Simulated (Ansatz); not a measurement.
Consider a periodic stack without vacuum, rock-salt MgO (0 0 1) on zinc-blende InAs (0 0 1) (film strained to the substrate, started from cuts of the bulks and a machine-learned relaxation): substrate slab As5In6, film Mg12O12, surface cells [[1, 0], [1, 1]] and [[0, -1], [2, 1]], film strained by +2.8 and +2.8 %, outermost planes In/In and MgO/MgO as cut, which need not be the usual terminations and can put a slab off its formula. Its start:

```yaml
crystal:
  lattice:
    - [4.37394, 0.00000, 0.00509]
    - [0.00000, 4.37394, -0.00221]
    - [0.76548, 1.07773, 32.10541]
  atoms:
    - { symbol: As, position: [0.00592, 0.43946, 0.09824] }
    - { symbol: As, position: [0.95254, 0.42873, 0.29095] }
    - { symbol: As, position: [0.47111, 0.94905, 0.19549] }
    - { symbol: As, position: [0.91508, 0.39880, 0.48181] }
    - { symbol: As, position: [0.43479, 0.90856, 0.38612] }
    - { symbol: In, position: [0.97936, 0.91943, 0.14921] }
    - { symbol: In, position: [0.51280, 0.63219, 0.05988] }
    - { symbol: In, position: [0.94379, 0.91725, 0.33828] }
    - { symbol: In, position: [0.46130, 0.43997, 0.24333] }
    - { symbol: In, position: [0.92414, 0.88915, 0.52695] }
    - { symbol: In, position: [0.42370, 0.39738, 0.43244] }
    - { symbol: Mg, position: [0.96709, 0.98802, 0.69149] }
    - { symbol: Mg, position: [0.46715, 0.48862, 0.69124] }
    - { symbol: Mg, position: [0.47857, 0.00451, 0.62692] }
    - { symbol: Mg, position: [0.97929, 0.50173, 0.62701] }
    - { symbol: Mg, position: [0.94320, 0.95603, 0.82180] }
    - { symbol: Mg, position: [0.44305, 0.45599, 0.82174] }
    - { symbol: Mg, position: [0.45502, 0.97226, 0.75670] }
    - { symbol: Mg, position: [0.95495, 0.47213, 0.75673] }
    - { symbol: Mg, position: [0.92028, 0.92447, 0.95155] }
    - { symbol: Mg, position: [0.41923, 0.42332, 0.95131] }
    - { symbol: Mg, position: [0.43139, 0.93968, 0.88710] }
    - { symbol: Mg, position: [0.93107, 0.43994, 0.88719] }
    - { symbol: O, position: [0.46730, 0.98881, 0.69192] }
    - { symbol: O, position: [0.96743, 0.48875, 0.69194] }
    - { symbol: O, position: [0.97999, 0.00586, 0.62638] }
    - { symbol: O, position: [0.47982, 0.50476, 0.62654] }
    - { symbol: O, position: [0.44350, 0.95684, 0.82155] }
    - { symbol: O, position: [0.94351, 0.45687, 0.82157] }
    - { symbol: O, position: [0.95550, 0.97304, 0.75670] }
    - { symbol: O, position: [0.45555, 0.47302, 0.75665] }
    - { symbol: O, position: [0.41959, 0.92425, 0.95185] }
    - { symbol: O, position: [0.91948, 0.42437, 0.95177] }
    - { symbol: O, position: [0.93152, 0.94051, 0.88640] }
    - { symbol: O, position: [0.43148, 0.44047, 0.88631] }
```

The start was prepared with a machine-learned potential, and the result is one local minimum, with the in-plane cell held and forces under 0.04 eV/Å; the film can end far from its bulk form.

Level of theory: PBE (plane waves to 420 eV, PAW; Ansatz, an electronic-structure program). No spin–orbit coupling; PBE gaps are too small against experiment. Its k-point mesh 5×5×1, Fermi–Dirac width 0.05 eV.

Problem. Predict the relaxed interface.

Solution. The interface area comes out as 19.1 Å² and the period is 30.37 Å. The gaps between the outermost planes at the two interfaces is 2.65 and 2.63 Å. The In–Mg contacts across the interfaces within 1.22 times the sum of covalent radii comes out as 2, mean 3.10 Å and the spin-polarised check at this geometry comes out as falls back to no moment.
